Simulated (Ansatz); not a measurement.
PBE against r2SCAN: La2O3, O → F

The parent structure is La$_{2}$O$_{3}$ (space group P-3m1, No. 164; a = 3.940 Å, c = 6.188 Å).

(Cell as relaxed with PBE.)

Levels (all Ansatz, a first-principles code, PAW, earlier PAW set): PBE (420 eV, no spin-orbit coupling); r2SCAN (500 eV, without spin-orbit coupling).

Each level relaxes its own structure.

| base | PBE | r2SCAN |
|---|---|---|
| volume per atom | 16.64 Å³ | 16.43 Å³ |
| lattice parameter a | 3.940 Å | 3.935 Å |
| band gap | 3.83 eV | 4.23 eV |

The change: every O is replaced by F, then cell and atoms are relaxed.

| quantity | PBE | r2SCAN |
|---|---|---|
| c/a ratio | 1.836 | ? |
| lattice parameter a | 3.820 Å | ? |

**Question.** Given the PBE results, estimate those of r2SCAN.

**Answer.** 
- c/a ratio, r2SCAN: 1.824
- lattice parameter a, r2SCAN: 3.796 Å

PBE's c/a ratio lies 0.0113 above r2SCAN's; PBE's lattice parameter a lies 0.024 Å above r2SCAN's (0.6 %). Neither level is exact; r2SCAN is the comparison here, not a measurement.

The magnetic state is the one reached from the starting moments; the real material's order can differ, and small cells can't hold many antiferromagnetic ones. Gaps are read on the SCF mesh and a high-symmetry path. Stability against distortions was not tested.
